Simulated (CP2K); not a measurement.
**A self-consistent single point of LaSi₂Au₂ (I4/mmm, 5 atoms in the cell) with CP2K**

Method of the run: PBEsol, GPW, DZVP-MOLOPT-SR-GTH basis, GTH-PBE potentials (GTH_POTENTIALS) run with CP2K 2026.2.

Input:

```
&GLOBAL
  PROJECT bulk
  RUN_TYPE ENERGY_FORCE
  PRINT_LEVEL MEDIUM
&END GLOBAL
&FORCE_EVAL
  METHOD Quickstep
  STRESS_TENSOR ANALYTICAL
  &DFT
    BASIS_SET_FILE_NAME BASIS_MOLOPT
    BASIS_SET_FILE_NAME BASIS_MOLOPT_UCL
    POTENTIAL_FILE_NAME GTH_POTENTIALS
    &QS
      METHOD GPW
      EPS_DEFAULT 1E-10
    &END QS
    &MGRID
      CUTOFF 500
      REL_CUTOFF 50
      NGRIDS 5
    &END MGRID
    &SCF
      SCF_GUESS ATOMIC
      EPS_SCF 1E-7
      MAX_SCF 100
      ADDED_MOS 8
      &DIAGONALIZATION
        ALGORITHM STANDARD
      &END DIAGONALIZATION
      &MIXING
        METHOD BROYDEN_MIXING
        ALPHA 0.3
        NBUFFER 8
      &END MIXING
      &SMEAR ON
        METHOD MARZARI_VANDERBILT
        SIGMA [eV] 0.136
      &END SMEAR
    &END SCF
    &KPOINTS
      SCHEME MONKHORST-PACK 6 6 6
      GAMMA_CENTERED T
    &END KPOINTS
    &XC
      &XC_FUNCTIONAL
        &PBE
          PARAMETRIZATION PBESOL
        &END PBE
      &END XC_FUNCTIONAL
    &END XC
    &PRINT
      &MO
        EIGENVALUES T
        OCCUPATION_NUMBERS T
        NDIGITS 8
        FILENAME mo
        &EACH
          QS_SCF 0
        &END EACH
        ADD_LAST NUMERIC
      &END MO
      &MULLIKEN ON
      &END MULLIKEN
    &END PRINT
  &END DFT
  &SUBSYS
    &CELL
      A 5.96241300 0.00000000 0.00000000
      B 2.73931600 5.29589700 0.00000000
      C -4.35086500 -2.64794800 3.09979300
      PERIODIC XYZ
    &END CELL
    &COORD
      SCALED
      La       0.00000000     0.00000000     0.00000000
      Si       0.61582000     0.61582000     0.00000000
      Si       0.38418000     0.38418000     0.00000000
      Au       0.75000000     0.25000000     0.50000000
      Au       0.25000000     0.75000000     0.50000000
    &END COORD
    &KIND La
      BASIS_SET DZVP-MOLOPT-SR-GTH-q11
      POTENTIAL GTH-PBE-q11
    &END KIND
    &KIND Si
      BASIS_SET DZVP-MOLOPT-SR-GTH-q4
      POTENTIAL GTH-PBE-q4
    &END KIND
    &KIND Au
      BASIS_SET DZVP-MOLOPT-SR-GTH-q11
      POTENTIAL GTH-PBE-q11
    &END KIND
  &END SUBSYS
  &PRINT
    &FORCES ON
    &END FORCES
    &STRESS_TENSOR ON
    &END STRESS_TENSOR
  &END PRINT
&END FORCE_EVAL
```

Output, abridged:

```
 GLOBAL| Method name                                                        CP2K
 GLOBAL| Project name                                                       bulk
 GLOBAL| Run type                                                   ENERGY_FORCE

 CELL| Volume [angstrom^3]:                                            97.880072
 CELL| Vector a [angstrom]:       5.962     0.000     0.000   |a| =     5.962413
 CELL| Vector b [angstrom]:       2.739     5.296     0.000   |b| =     5.962414
 CELL| Vector c [angstrom]:      -4.351    -2.648     3.100   |c| =     5.962413
 CELL| Angle (b,c), alpha [degree]:                                   136.862536
 CELL| Angle (a,c), beta  [degree]:                                   136.862544
 CELL| Angle (a,b), gamma [degree]:                                    62.649621
 CELL| Numerically orthorhombic:                                              NO
 CELL| Periodicity                                                           XYZ

 DFT| Spin restricted Kohn-Sham (RKS) calculation                            RKS
 DFT| Multiplicity                                                             2
 DFT| Number of spin states                                                    1
 DFT| Charge                                                                   0
 DFT| XC density smoothing                                                  NONE
 DFT| XC derivatives                                                          PW

 QS| Method:                                                                 GPW
 QS| Density plane wave grid type                        NON-SPHERICAL FULLSPACE
 QS| Number of grid levels:                                                    5
 QS| Density cutoff [a.u.]:                                                250.0
 QS| Multi grid cutoff [a.u.]: 1) grid level                               250.0
   [... lines left out ...]
 BRILLOUIN| Wavefunction type                                            COMPLEX
 BRILLOUIN| List of Kpoints [2 Pi/Bohr]                                      112
 BRILLOUIN| Number           Weight            X              Y              Z
 BRILLOUIN|     1           0.00926       -0.33333       -0.33333       -0.33333
 BRILLOUIN|     2           0.00926       -0.33333       -0.33333       -0.16667
 BRILLOUIN|     3           0.00926       -0.33333       -0.33333        0.00000
   [... 109 lines left out ...]
 *******************************************************************************

 Extrapolation method: initial_guess

 Re-scaling the density matrix to get the right number of electrons
                  # Electrons              Trace(P)               Scaling factor
                           41                41.000                        1.000

 Number of electrons:                                                         41
 Number of occupied orbitals:                                                 21
 Number of molecular orbitals:                                                29

 Number of orbital functions:                                                102
 Number of independent orbital functions:                                    102
 SCF WAVEFUNCTION OPTIMIZATION

  Step     Update method      Time    Convergence         Total energy    Change
     1 NoMix/Diag. 0.30E+00      -     1.17377758      -106.4284371484 -1.06E+02
     2 Broy./Diag. 0.30E+00      -     0.22927530      -109.6148601925 -3.19E+00
     3 Broy./Diag. 0.30E+00      -     0.02866948      -106.7981079388  2.82E+00
     4 Broy./Diag. 0.30E+00      -     0.03021687      -106.1474038875  6.51E-01
     5 Broy./Diag. 0.30E+00      -     0.00617062      -105.9626122627  1.85E-01
     6 Broy./Diag. 0.30E+00      -     0.00152989      -106.0131709935 -5.06E-02
     7 Broy./Diag. 0.30E+00      -     0.00098043      -106.0065223612  6.65E-03
   [... 2 lines left out ...]
    10 Broy./Diag. 0.30E+00      -     0.00002878      -106.0043142986 -2.64E-04
    11 Broy./Diag. 0.30E+00      -     0.00000596      -106.0040094909  3.05E-04
    12 Broy./Diag. 0.30E+00      -     0.00000067      -106.0040302484 -2.08E-05
    13 Broy./Diag. 0.30E+00      -     0.00000036      -106.0040313816 -1.13E-06
    14 Broy./Diag. 0.30E+00      -     0.00000003      -106.0040318659 -4.84E-07
  *** SCF run converged in    14 steps ***

  Electronic density on regular grids:        -40.9999999988        0.0000000012
  Core density on regular grids:               40.9999999935       -0.0000000065
  Total charge density on r-space grids:       -0.0000000053
  Total charge density g-space grids:          -0.0000000053

  Overlap energy of the core charge distribution:               0.00000000256825
  Self energy of the core charge distribution:               -200.02354029965659
  Core Hamiltonian energy:                                     53.28944040070893
  Hartree energy:                                              57.91924790678709
  Exchange-correlation energy:                                -17.18916446335253
  Smearing free energy correction:                             -0.00001541290268
  Fermi energy:                                                 0.36830365999435

  Total energy:                                              -106.00403186589151

                     Mulliken Population Analysis

 #  Atom  Element  Kind  Atomic population                           Net charge
       1     La       1          9.631327                              1.368673
       2     Si       2          4.038267                             -0.038267
       3     Si       2          4.038266                             -0.038266
       4     Au       3         11.646068                             -0.646068
       5     Au       3         11.646072                             -0.646072
 # Total charge                             41.000000                  0.000000

 ENERGY| Total FORCE_EVAL ( QS ) energy [hartree]           -106.004032054074798

 FORCES| Atomic forces [hartree/bohr]
 FORCES|   Atom     x               y               z               |f|
 FORCES|      1 -1.54988003E-08 -1.16518399E-08  7.18275209E-09   2.06777685E-08
 FORCES|      2 -6.75044959E-04 -4.10829811E-04 -3.86786958E-09   7.90232137E-04
 FORCES|      3  6.75069716E-04  4.10871647E-04  1.34035622E-08   7.90275035E-04
 FORCES|      4  1.32844966E-08 -4.27383010E-08 -4.48075375E-08   6.33305269E-08
 FORCES|      5 -2.25373892E-08  1.25566419E-08  2.80912809E-08   3.81408342E-08
 FORCES| Sum     4.48718159E-12  2.82983758E-12  2.18813485E-12
 FORCES| Total atomic force                                       5.73852886E-12

 STRESS| Analytical stress tensor [bar]
 STRESS|                        x                   y                   z
 STRESS|      x        6.74513618674E+03   3.32975952050E+03   1.30563544547E-01
 STRESS|      y        3.32975952050E+03   3.29939204859E+03  -1.14913848698E-01
 STRESS|      z        1.30563544547E-01  -1.14913848698E-01   1.27319006270E+03
 STRESS| 1/3 Trace                                             3.77257276601E+03
```

The run converged in 14 iterations.

The starting cell comes from a database of computed structures (which also holds hypothetical and non-ambient phases and stackings), without a prior relaxation at this level. Values carry the incompleteness of an atom-centred basis. The potentials were made for another functional than the one used.

Cost on one core of a shared machine: roughly 70 s.
